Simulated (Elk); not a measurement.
Input and output of a self-consistent single point for CdTe (P6_3mc, 4 atoms in the cell) (Elk)

Method of the run: LDA (PW92), all-electron FP-LAPW, Elk's shipped species files, default APW+lo basis (Elk 10.2.4).

Input:

```
tasks
  0

rmtscf
  0.97

stype
  0

swidth
  0.0001

maxscl
  100

avec
    8.7556118823   -0.0000001209    0.0000000000
   -4.3778058365    7.5825823762    0.0000000000
    0.0000000000    0.0000000000   14.3665105816

atoms
  2
  'Cd.in'
  2
  0.3333333333  0.6666666667  0.0003600000    0.0 0.0 0.0
  0.6666666667  0.3333333333  0.5003600000    0.0 0.0 0.0
  'Te.in'
  2
  0.3333333333  0.6666666667  0.3746400000    0.0 0.0 0.0
  0.6666666667  0.3333333333  0.8746400000    0.0 0.0 0.0

ngridk
  6 6 3
```

The program printed (abridged):

```
│ Elk code version 10.2.4 │

All units are atomic (Hartree, Bohr, etc.)

│ Ground-state run starting from atomic densities │

Lattice vectors :
   8.755611882     -0.1209000000E-06   0.000000000
  -4.377805837       7.582582376       0.000000000
   0.000000000       0.000000000       14.36651058

Unit cell volume      :    953.7947612
Brillouin zone volume :   0.2600666554

Muffin-tin inner radius fraction :   0.1000000000E-01

Nuclei treated as point charges

Species :    1 (Cd)
 parameters loaded from : Cd.in
 name : cadmium
 nuclear charge    :   -48.00000000
 electronic charge :    48.00000000
 atomic mass :    204912.7175
 muffin-tin radius :    2.522000000
 number of radial points in muffin-tin :    597
 atomic positions (lattice), magnetic fields (Cartesian) :
   1 :   0.00000000  0.00000000  0.00000000    0.00000000  0.00000000  0.00000000
   2 :   0.33333333  0.66666667  0.50000000    0.00000000  0.00000000  0.00000000

Species :    2 (Te)
 parameters loaded from : Te.in
 name : tellurium
 nuclear charge    :   -52.00000000
 electronic charge :    52.00000000
 atomic mass :    232600.5707
 muffin-tin radius :    2.522000000
 number of radial points in muffin-tin :    597
 atomic positions (lattice), magnetic fields (Cartesian) :
   1 :   0.00000000  0.00000000  0.37428000    0.00000000  0.00000000  0.00000000
   2 :   0.33333333  0.66666667  0.87428000    0.00000000  0.00000000  0.00000000

Total number of atoms per unit cell :    4

Spin treatment :
 spin-unpolarised

Number of Bravais lattice symmetries :   24
Number of crystal symmetries         :   12
Crystal has no inversion symmetry
Complex Hermitian eigensolver will be used

k-point grid :      6     6     3
k-point offset :    0.000000000       0.000000000       0.000000000
k-point set is reduced with full crystal symmetry group
Total number of k-points :       21

Muffin-tin radius times maximum |G+k| :    7.000000000
 using average radius
Maximum |G+k| for APW functions       :    2.775574941
Maximum (1/2)|G+k|²                   :    3.851908125
Maximum |G| for potential and density :    12.00000000
 potential will be trimmed for |G| > 2 gkmax
Constant for pseudocharge density :    8
Radial integration step length :    4

G-vector grid sizes :     35    35    56
Number of G-vectors :    27835

Maximum angular momentum used for
 APW functions                      :    8
 outer part of muffin-tin           :    6
 inner part of muffin-tin           :    1

Total nuclear charge    :   -200.0000000
Total core charge       :    132.0000000
Total valence charge    :    68.00000000
Total excess charge     :    0.000000000
Total electronic charge :    200.0000000

Effective Wigner radius, rₛ :    1.044188188

Number of empty states         :   16
Total number of valence states :   50
Total number of core states    :  132

Total number of local-orbitals :   64

Exchange-correlation functional :      3     0     0
 Perdew-Wang/Ceperley-Alder, Phys. Rev. B 45, 13244 (1992)
 gradient requirement :    0
 local density approximation (LDA)

Smearing type :    0
 Gaussian
Smearing width :   0.1000000000E-03
Effective electronic temperature (K) :    31.57750248

Mixing type :    3
 Broyden mixing, J. Phys. A: Math. Gen. 17, L317 (1984)

Kohn-Sham potential initialised from atomic data

│ Self-consistent loop started │
│ Loop number : 1 │
 total energy                :     -24772.5486515
│ Loop number : 2 │
 total energy                :     -24772.6232166
RMS change in Kohn-Sham potential (target) :   0.9777794556E-01 (  0.1000000000E-05)
Absolute change in total energy (target)   :   0.7456509536E-01 (  0.1000000000E-03)
│ Loop number : 3 │
 total energy                :     -24772.4746476
RMS change in Kohn-Sham potential (target) :   0.8843159373E-01 (  0.1000000000E-05)
Absolute change in total energy (target)   :   0.1299276946     (  0.1000000000E-03)
│ Loop number : 4 │
 total energy                :     -24771.4368268
RMS change in Kohn-Sham potential (target) :   0.7644871829E-01 (  0.1000000000E-05)
Absolute change in total energy (target)   :    1.070302726     (  0.1000000000E-03)
│ Loop number : 5 │
 total energy                :     -24767.5659486
RMS change in Kohn-Sham potential (target) :   0.3700273529E-01 (  0.1000000000E-05)
Absolute change in total energy (target)   :    4.138453866     (  0.1000000000E-03)
│ Loop number : 6 │
 total energy                :     -24765.3562597
RMS change in Kohn-Sham potential (target) :   0.1101087796E-01 (  0.1000000000E-05)
Absolute change in total energy (target)   :    3.244302376     (  0.1000000000E-03)
│ Loop number : 7 │
 total energy                :     -24764.5963777
RMS change in Kohn-Sham potential (target) :   0.3626673596E-03 (  0.1000000000E-05)
Absolute change in total energy (target)   :    1.570957623     (  0.1000000000E-03)
│ Loop number : 8 │
 total energy                :     -24764.6118320
RMS change in Kohn-Sham potential (target) :   0.8006527479E-04 (  0.1000000000E-05)
Absolute change in total energy (target)   :   0.3772851064     (  0.1000000000E-03)
│ Loop number : 9 │
 total energy                :     -24764.6081439
RMS change in Kohn-Sham potential (target) :   0.2369841069E-04 (  0.1000000000E-05)
Absolute change in total energy (target)   :   0.9800938062E-01 (  0.1000000000E-03)
│ Loop number : 10 │
 total energy                :     -24764.6130266
RMS change in Kohn-Sham potential (target) :   0.3189394981E-04 (  0.1000000000E-05)
Absolute change in total energy (target)   :   0.1961959282E-01 (  0.1000000000E-03)
│ Loop number : 11 │
 total energy                :     -24764.6154896
RMS change in Kohn-Sham potential (target) :   0.1684789296E-04 (  0.1000000000E-05)
Absolute change in total energy (target)   :   0.2441952442E-02 (  0.1000000000E-03)
│ Loop number : 12 │
 total energy                :     -24764.6150132
RMS change in Kohn-Sham potential (target) :   0.8967559655E-05 (  0.1000000000E-05)
Absolute change in total energy (target)   :   0.1086889217E-02 (  0.1000000000E-03)
│ Loop number : 13 │
 total energy                :     -24764.6141883
RMS change in Kohn-Sham potential (target) :   0.1219164400E-05 (  0.1000000000E-05)
Absolute change in total energy (target)   :   0.1096547170E-02 (  0.1000000000E-03)
│ Loop number : 14 │
 total energy                :     -24764.6140492
RMS change in Kohn-Sham potential (target) :   0.1893909984E-06 (  0.1000000000E-05)
Absolute change in total energy (target)   :   0.4132334070E-03 (  0.1000000000E-03)
│ Loop number : 15 │
 total energy                :     -24764.6140615
RMS change in Kohn-Sham potential (target) :   0.9293131739E-07 (  0.1000000000E-05)
Absolute change in total energy (target)   :   0.9107280857E-04 (  0.1000000000E-03)
Convergence targets achieved

│ Loop number : 16 │

Energies :
 Fermi                       :     0.931353219874E-01
 sum of eigenvalues          :     -14980.9074765
 electron kinetic            :      26080.3254615
 core electron kinetic       :      25369.3103601
 Coulomb                     :     -50204.6553402
 Coulomb potential           :     -40212.1235273
 nuclear-nuclear             :     -1866.39579157
 electron-nuclear            :     -56464.3955700
 Hartree                     :      8126.13602131
 Madelung                    :     -30098.5935765
 xc potential                :     -849.109410672
 exchange                    :     -621.135817817
 correlation                 :     -19.1483730109
 total energy                :     -24764.6140696

Density of states at Fermi energy :   0.8533364945E-05
 (states/Hartree/unit cell)

Estimated indirect band gap :   0.1563790297E-01
 from k-point      1 to k-point      1
Estimated direct band gap   :   0.1563790297E-01
 at k-point      1

Charges :
 core                        :    132.0000000
 valence                     :    68.00000000
 interstitial                :    7.554417137
 muffin-tins (core leakage)
  species :    1 (Cd)
   atom    1                 :    46.45530319     (  0.3752904092E-03)
   atom    2                 :    46.45530319     (  0.3752904092E-03)
  species :    2 (Te)
   atom    1                 :    49.76748824     (  0.6324993413E-03)
   atom    2                 :    49.76748824     (  0.6324993413E-03)
 total in muffin-tins        :    192.4455829
 total calculated charge     :    199.9935508
 total charge                :    200.0000000
 error                       :   0.6449226355E-02

│ Self-consistent loop stopped │
```

The run converged in 16 iterations. The count includes the last loop, which Elk runs after its targets are met.

The starting cell comes from a database of computed structures (which also holds hypothetical and non-ambient phases and stackings), without a prior relaxation at this level. Spin-orbit coupling is off. Values depend on the basis (sphere radii, cutoffs, local orbitals), which need not be converged.
